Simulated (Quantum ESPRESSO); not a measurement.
**A series of runs on Mg₂As (Immm, 6 atoms in the cell)**

```
Mg2As
1.0
    1.95945     2.86631     6.08573
   -1.95945     2.86631     6.08573
   -1.95945    -2.86631     6.08573
Mg As
4 2
Direct
  0.80277   0.00000   0.80277
  0.19723   0.00000   0.19723
  0.50000   0.75504   0.74496
  0.50000   0.24496   0.25504
  0.14400   0.50000   0.64400
  0.85600   0.50000   0.35600
```

Base run A: PBEsol, SSSP 1.1.2 efficiency (PBE) pseudopotentials (Quantum ESPRESSO 7.5), self-consistent single point.

Its settings: ecutwfc = 35 Ry; ecutrho = 280 Ry; occupations = smearing; smearing = methfessel-paxton; degauss = 0.019992 Ry; input_dft = pbesol; potentials = {Mg: Mg.pbe-n-kjpaw_psl.0.3.0.UPF, As: As.pbe-n-rrkjus_psl.0.2.UPF}; K_POINTS = automatic 5 5 5 0 0 0; conv_thr = 1e-10 Ry; mixing_beta = 0.3.

The starting cell comes from a database of computed structures (which also holds hypothetical and non-ambient phases and stackings), without a prior relaxation at this level. Its lattice was rescaled by a random factor within 2.5 % of one. In the base run, with a pressure of about -4 GPa the cell is away from its equilibrium volume at this level. The run gives no clean gap (levels at the Fermi energy touch, overlap or are partly filled at this smearing), which alone does not show that the compound is a metal.

ΔF is the free energy per atom less that of run A. 

Runs:
- B: lattice scaled by 0.97
- C: lattice scaled by 0.97; ecutwfc: 35 Ry → 21 Ry; ecutrho: 280 Ry → 168 Ry
- D: lattice scaled by 0.985
- E: lattice scaled by 0.985; ecutwfc: 35 Ry → 21 Ry; ecutrho: 280 Ry → 168 Ry
- F: lattice scaled by 1.015
- G: lattice scaled by 1.015; ecutwfc: 35 Ry → 21 Ry; ecutrho: 280 Ry → 168 Ry
- H: lattice scaled by 1.03
- I: lattice scaled by 1.03; ecutwfc: 35 Ry → 21 Ry; ecutrho: 280 Ry → 168 Ry
- J: ecutwfc: 35 Ry → 21 Ry; ecutrho: 280 Ry → 168 Ry

```json
[
 {"run": "A", "ΔF (meV/atom)": "0.00", "pressure (GPa)": "-4.31", "largest force (eV/Å)": "0.157"},
 {"run": "B", "ΔF (meV/atom)": "-29.9", "pressure (GPa)": "-0.19", "largest force (eV/Å)": "0.067"},
 {"run": "C", "ΔF (meV/atom)": "-26.4", "pressure (GPa)": "-0.24", "largest force (eV/Å)": "0.070"},
 {"run": "D", "ΔF (meV/atom)": "-21.5", "pressure (GPa)": "-2.47", "largest force (eV/Å)": "0.060"},
 {"run": "E", "ΔF (meV/atom)": "-18.3", "pressure (GPa)": "-2.51", "largest force (eV/Å)": "0.059"},
 {"run": "F", "ΔF (meV/atom)": "32.9", "pressure (GPa)": "-5.78", "largest force (eV/Å)": "0.242"},
 {"run": "G", "ΔF (meV/atom)": "35.8", "pressure (GPa)": "-5.81", "largest force (eV/Å)": "0.241"},
 {"run": "H", "ΔF (meV/atom)": "75.6", "pressure (GPa)": "-6.94", "largest force (eV/Å)": "0.315"},
 {"run": "I", "ΔF (meV/atom)": "78.3", "pressure (GPa)": "-6.97", "largest force (eV/Å)": "0.314"},
 {"run": "J", "ΔF (meV/atom)": "3.1", "pressure (GPa)": "-4.35", "largest force (eV/Å)": "0.156"}
]
```

Run G against A: The free energy goes up by 35.8 meV/atom, the pressure goes from -4.31 to -5.81 GPa and the largest force goes from 0.157 to 0.241 eV/Å.

Run H against A: The free energy rises by 75.6 meV/atom, the pressure goes from -4.31 to -6.94 GPa and the largest force goes from 0.157 to 0.315 eV/Å.

Run I against A: The free energy goes up by 78.3 meV/atom, the pressure goes from -4.31 to -6.97 GPa and the largest force goes from 0.157 to 0.314 eV/Å.
